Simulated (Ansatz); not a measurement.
**H2O on the 1x1 (110) surface of zinc-blende InP (cut with top plane In + P), one in a 2x1 cell, started at the site 'bridge In-P (span 5.2 Å)'**

Host crystal: zinc-blende InP, with a band gap (PBE, scalar-relativistic without spin-orbit coupling).

The numbers are results of PBE (plane waves to 420 eV, PAW; Ansatz, an electronic-structure program), not measurements.

Slab: 23 atoms, 8.9 Å thick at the start under the adsorbate (thin: gaps and levels are the slab's own); k 3x4x1, smearing 0.01 eV, dipole-corrected; 8 atoms held, the rest relaxed; no symmetry held; no spin, no spin-orbit, no U, no dispersion correction. At the end it is bonded to In. In PBE it is, or lies within 0.03 eV of, the lowest of the starts that converged.

```yaml
adsorption energy against H2O(g): -0.69 eV
change_of_the_step_from_the_bottom_to_the_top_vacuum_level_against_the_clean_slab: -0.088 eV
energy_released_by_relaxation: 1.18 eV
height of the binding atom over the mean of the host atoms within 0.3 Å of the top one: 1.123 Å
nearest_host_atoms_of_the_binding_atom: In at 2.44 Å, P at 3.51 Å, P at 3.57 Å
largest_move_of_a_host_atom: 0.25 Å
note: in the relaxation the adsorbate left its starting site by 1.1 Å
cost: around 40 core-minutes (rough)
```

A negative adsorption energy means that the adsorbate is more stable on the surface than in its reference.
